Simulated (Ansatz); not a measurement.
```
GaN
1.0
    3.21839     0.00000     0.00000
   -1.60919     2.78720     0.00000
    0.00000     0.00000     5.24316
Ga N
2 2
Cartesian
  1.60919   0.92907   0.00505
  0.00000   1.85814   2.62663
  1.60919   0.92907   3.27298
  0.00000   1.85814   0.65139
```

Another polymorph of this substance is known too; which is more stable was not tested here.

Task: Give the diagonal Born effective charges atom by atom and the electronic dielectric tensor from linear response, PBE in Ansatz (a quantum-chemistry and plane-wave program).

Result: 
```json
[
 {"atom": "Ga1", "Z*xx": "2.64", "Z*yy": "2.64", "Z*zz": "2.78"},
 {"atom": "Ga2", "Z*xx": "2.64", "Z*yy": "2.64", "Z*zz": "2.78"},
 {"atom": "N3", "Z*xx": "-2.64", "Z*yy": "-2.64", "Z*zz": "-2.78"},
 {"atom": "N4", "Z*xx": "-2.64", "Z*yy": "-2.64", "Z*zz": "-2.78"}
]
```

ε∞ diagonal: 6.0, 6.0, 6.1. The program warned that the k mesh resolves the field response only roughly, so the permittivities are not converged.
